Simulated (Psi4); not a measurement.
Psi4 1.11, BP86/def2-svpd: Ca(OH)(SH)(NH3)2 ([NH3]->[Ca](<-[NH3])([OH])[SH]), 13 atoms. The geometry is a generated start, not checked to be a minimum at this level.

```yaml
task: energy
method: bp86
basis: def2-svpd
memory: 3 GB
maxiter: 100
keys_of_the_molecule_block: symmetry c1
scf_type: df (default)
diis_max_vecs: 10 (default)
e_convergence: 1e-06 (default)
d_convergence: 1e-06 (default)
dft_radial_points: 75 (default)
dft_spherical_points: 302 (default)
basis_functions: 181
grid_points: 280300
```

```xyz
13

Ca    -0.7025     0.3314    -0.0933
O     -0.8266     2.1857     0.1844
H     -1.2834     3.0196     0.0953
S     -0.2218    -1.0758     1.9935
H     -0.4642    -0.0739     2.8242
N      1.7054     0.8536    -0.1208
H      2.0005     0.3832     0.7328
H      1.2719     1.7329     0.1626
H      2.5270     1.0649    -0.6774
N     -1.0226    -1.8270    -1.2516
H     -0.8498    -2.2746    -0.3544
H     -0.2569    -2.0945    -1.8646
H     -1.8771    -2.2254    -1.6307
```

With the defaults (diis = true, scf_initial_accelerator = adiis, damping_percentage = 0, level_shift = 0, level_shift_cutoff = 0.01, soscf = false, soscf_start_convergence = 0.01, guess = auto, which took SAD) it converges in 10 SCF iterations. One run each on 2 threads, with these changes:
- guess = sadno
- soscf = true
- diis = false, scf_initial_accelerator = none, damping_percentage = 60
- soscf = true, soscf_start_convergence = 0.001
- guess = sap
- level_shift = 0.5, level_shift_cutoff = 0.001
- damping_percentage = 20
- guess = sapgau
- level_shift = 0.1, level_shift_cutoff = 0.001

### Question
Which of these changes keep the SCF from converging, or lead it to another solution?

### Answer
No convergence: diis = false, scf_initial_accelerator = none, damping_percentage = 60 (the run ends without SCF convergence in 100 iterations). The rest reach the solution of the defaults.

| setting | SCF iterations | JK calls | end |
|---|---|---|---|
| soscf = true | 7 | 23 | same solution |
| soscf = true, soscf_start_convergence = 0.001 | 8 | 19 | same solution |
| level_shift = 0.5, level_shift_cutoff = 0.001 | 9 | 10 | same solution |
| the defaults | 10 | 11 | same solution |
| guess = sadno | 10 | 10 | same solution |
| level_shift = 0.1, level_shift_cutoff = 0.001 | 11 | 12 | same solution |
| guess = sapgau | 11 | 11 | same solution |
| guess = sap | 12 | 12 | same solution |
| damping_percentage = 20 | 20 | 21 | same solution |
| diis = false, scf_initial_accelerator = none, damping_percentage = 60 | 100 | 101 | no convergence |

An SOSCF iteration holds several JK calls; a Hückel guess adds calls on atoms. 2 further runs of the study ended by our limits or in an error and are left out.
